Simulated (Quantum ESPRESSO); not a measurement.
A self-consistent single point of In2Sb (P6_3/mmc, 6 atoms in the cell) with Quantum ESPRESSO.

Method: PBEsol, SSSP 1.1.2 precision (PBE) pseudopotentials (plane waves; Quantum ESPRESSO).

```
In2Sb
1.0
    5.37990     0.00000     0.00000
   -2.68995     4.65913     0.00000
    0.00000     0.00000     6.72255
In Sb
4 2
Direct
  0.66667   0.33333   0.25000
  0.33333   0.66667   0.75000
  0.00000   0.00000   0.50000
  0.00000   0.00000   0.00000
  0.66667   0.33333   0.75000
  0.33333   0.66667   0.25000
```

Reference input (self-consistent single point, DFT, LDA (PZ), plane waves, GBRV 1.5 ultrasoft (LDA) pseudopotentials): ecutwfc = 40 Ry; ecutrho = 200 Ry; occupations = smearing; smearing = fd; degauss = 0.0099958 Ry; potentials = {In: in_lda_v1.4.uspp.F.UPF, Sb: sb_lda_v1.4.uspp.F.UPF}; K_POINTS = automatic 5 5 4 0 0 0; conv_thr = 1e-10 Ry. This run's input differs from it in these lines:

```diff
@@ -13,4 +13,4 @@
   ntyp = 2,
-  ecutwfc = 40,
-  ecutrho = 200,
+  ecutwfc = 70,
+  ecutrho = 560,
   occupations = 'smearing',
@@ -18,2 +18,3 @@
   degauss = 0.0099958,
+  input_dft = 'pbesol',
 /
@@ -23,4 +24,4 @@
 ATOMIC_SPECIES
-In   114.8180  in_lda_v1.4.uspp.F.UPF
-Sb   121.7600  sb_lda_v1.4.uspp.F.UPF
+In   114.8180  In.pbe-dn-rrkjus_psl.0.2.2.UPF
+Sb   121.7600  sb_pbe_v1.4.uspp.F.UPF
 ATOMIC_POSITIONS bohr
```

Output (repeated stretches shortened):

```
     Self-consistent Calculation

     iteration #  1     ecut=    70.00 Ry     beta= 0.70

---- Real-time Memory Report at c_bands before calling an iterative solver
           860 MiB given to the printing process from OS
           274 MiB allocation reported by mallinfo(arena+hblkhd)
------------------

     total energy              =    -946.59426406 Ry
     estimated scf accuracy    <       0.89070837 Ry

     iteration #  2     ecut=    70.00 Ry     beta= 0.70

---- Real-time Memory Report at c_bands before calling an iterative solver
          1034 MiB given to the printing process from OS
   [... lines left out ...]

---- Real-time Memory Report at c_bands before calling an iterative solver
          1060 MiB given to the printing process from OS
           327 MiB allocation reported by mallinfo(arena+hblkhd)
------------------

     total energy              =    -946.88301005 Ry
     estimated scf accuracy    <          2.7E-09 Ry

     iteration # 11     ecut=    70.00 Ry     beta= 0.70

---- Real-time Memory Report at c_bands before calling an iterative solver
          1063 MiB given to the printing process from OS
           327 MiB allocation reported by mallinfo(arena+hblkhd)
------------------
     End of self-consistent calculation

     the Fermi energy is     9.6458 ev

!    total energy              =    -946.88301005 Ry
     estimated scf accuracy    <          2.1E-11 Ry
     smearing contrib. (-TS)   =      -0.00986714 Ry
     internal energy E=F+TS    =    -946.87314291 Ry

     convergence has been achieved in  11 iterations

     Forces acting on atoms (cartesian axes, Ry/au):

     atom    1 type  1   force =     0.00000000   -0.00000000    0.00000000
   [... zero for the other atoms too ...]

     Total force =     0.000000     Total SCF correction =     0.000000

          total   stress  (Ry/bohr**3)                   (kbar)     P=      -26.93
  -0.00018789  -0.00000000   0.00000000          -27.64       -0.00        0.00
  -0.00000000  -0.00018789   0.00000000           -0.00      -27.64        0.00
   0.00000000   0.00000000  -0.00017338            0.00        0.00      -25.51

   JOB DONE.
```

The run converged in 11 iterations. Against the reference run the pressure goes from -4.73 to -2.69 GPa.

The starting cell comes from a database of computed structures (which also holds hypothetical and non-ambient phases and stackings), without a prior relaxation at this level. The run gives no clean gap (levels at the Fermi energy touch, overlap or are partly filled at this smearing), which alone does not show that the compound is a metal.

Cost on one core of a shared machine: roughly 4 min.
